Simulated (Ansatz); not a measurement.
The starting structures come from a database of crystals and need not be the phases stable at ambient conditions.

Input:

```xyz
4
Lattice="5.9226 0.0000 0.0000 0.0000 7.1641 0.0000 0.0000 3.5821 2.0681" Properties=species:S:1:pos:R:3 pbc="T T T"
La     0.0145     8.3582     2.0681
La     2.9758     2.3880     0.0000
N      3.4798     8.3582     2.0681
N      0.5185     2.3880     0.0000
```

Space group of this cell: P6_3mc, wurtzite. The cell is taken as given.

Transport runs along the normal of the first two printed cell vectors, the (110) plane of the conventional cell.

The gap is the functional's own. No spin-orbit coupling. Mid-gap values are interpolated on the energy grid.

Question: Estimate the band gap and the smallest decay constant κ at mid-gap that r2SCAN in Ansatz (a first-principles code) returns for this system.

Answer: Gap 1.43 eV on a 6×14×14 mesh; κ = 0.263 1/Å, at the zone centre.
